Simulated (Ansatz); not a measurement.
# HfN: response to strain

The reference is HfN in the rock salt structure (space group Fm-3m, No. 225; relaxed with 0.1 eV smearing).

```xyz
2
Lattice="0.0000 2.2509 2.2509 2.2509 0.0000 2.2509 2.2509 2.2509 0.0000" Properties=species:S:1:pos:R:3 pbc="T T T"
N      0.0000     0.0000     0.0000
Hf     2.2509     2.2509     2.2509
```

Cartesian axes are those of the cell as printed.

Strains are applied to the cell and any free atomic positions relax; under biaxial strain the out-of-plane vector relaxes too; under stress the whole cell relaxes.

Method: PBEsol (Ansatz, a quantum-chemistry and plane-wave program), spin-orbit coupling left out.

Notes on the quantities. pressure: mean of the normal stresses, compression positive.

```json
[
 {"case": "base", "space group": "Fm-3m (No. 225)", "shortest interatomic distance": "2.251 Å", "pressure": "0.0 GPa"},
 {"case": "biaxial strain +1.01 %, plane normal [110], relaxed out of plane", "space group": "Immm (No. 71)", "shortest interatomic distance": "…", "pressure": "…"},
 {"case": "isotropic strain −3.79 %", "space group": "Fm-3m (No. 225)", "shortest interatomic distance": "2.166 Å", "pressure": "42.1 GPa"},
 {"case": "isotropic strain +1.35 %", "space group": "Fm-3m (No. 225)", "shortest interatomic distance": "2.281 Å", "pressure": "-10.5 GPa"},
 {"case": "isotropic strain +2.68 %", "space group": "Fm-3m (No. 225)", "shortest interatomic distance": "2.311 Å", "pressure": "-19.0 GPa"},
 {"case": "uniaxial strain ε_yy = +1.82 %", "space group": "I4/mmm (No. 139)", "shortest interatomic distance": "2.251 Å", "pressure": "-4.7 GPa"},
 {"case": "uniaxial strain ε_zz = +3.38 %", "space group": "I4/mmm (No. 139)", "shortest interatomic distance": "2.251 Å", "pressure": "-8.1 GPa"},
 {"case": "uniaxial stress, 2 GPa tension along x", "space group": "I4/mmm (No. 139)", "shortest interatomic distance": "2.250 Å", "pressure": "–"},
 {"case": "uniaxial stress, 1 GPa tension along x", "space group": "I4/mmm (No. 139)", "shortest interatomic distance": "2.250 Å", "pressure": "–"}
]
```

Task: Complete the table.

Result: 
- biaxial strain +1.01 %, plane normal [110], relaxed out of plane, shortest interatomic distance: 2.254 Å
- biaxial strain +1.01 %, plane normal [110], relaxed out of plane, pressure: -3.5 GPa

A biaxial case was relaxed in a doubled cell and then solved in the primitive one. Beyond what the load breaks, stability against distortions was not tested. The final runs are not spin-polarised. An odd electron count without spin: HfN.
